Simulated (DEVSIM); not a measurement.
Structure: Cr/SiON/n-Si capacitor, at 250 K.

```tsv
layer (left to right)	material	thickness (nm)	Nd (cm⁻³)
1	SiON	3.20	-
2	Si	2400	5.5e16
```

Metal gate on the left, work function 4.5 eV. Fixed charge at the semiconductor interface -1.9e10 cm⁻² (in units of +e); no interface traps.

The device is made up for the run: typed textbook-type constants, with dimensions and the other settings drawn at random. Values at 300 K; Nc and Nv go as T^1.5, mobilities as T to minus their exponent, the gap by Varshni's rule with the affinity fixed.

| parameter | SiON | Si |
|---|---|---|
| gap (eV) | 7 | 1.124 |
| affinity (eV) | 1.4 | 4.05 |
| permittivity | 5.5 | 11.7 |
| Nc (cm⁻³) | - | 2.86e19 |
| Nv (cm⁻³) | - | 3.1e19 |
| Varshni α (eV/K) | - | 0.000473 |
| Varshni β (K) | - | 636 |

DEVSIM, 1D Poisson equation in equilibrium, Boltzmann statistics, complete ionisation; no quantum confinement or tunnelling. Metal contacts follow the ideal Schottky-Mott rule: no Fermi-level pinning, no interface dipoles.

The SiON thickness was swept, all else fixed.

| SiON thickness (μm) | capacitance of the dielectric stack (μF/cm²) | threshold voltage (band bending 2φF) (V) |
|---|---|---|
| 0.0013 | 3.75 | -0.59 |
| 0.0018 | 2.71 | -0.60 |
| 0.0022 | 2.21 | -0.61 |
| 0.0027 | 1.80 | ___ |
| 0.0032 | 1.52 | -0.64 |
| 0.0038 | 1.28 | -0.65 |

Question: Complete the blanks.

Answer: 
- 0.0027, threshold voltage (band bending 2φF) (V): -0.62
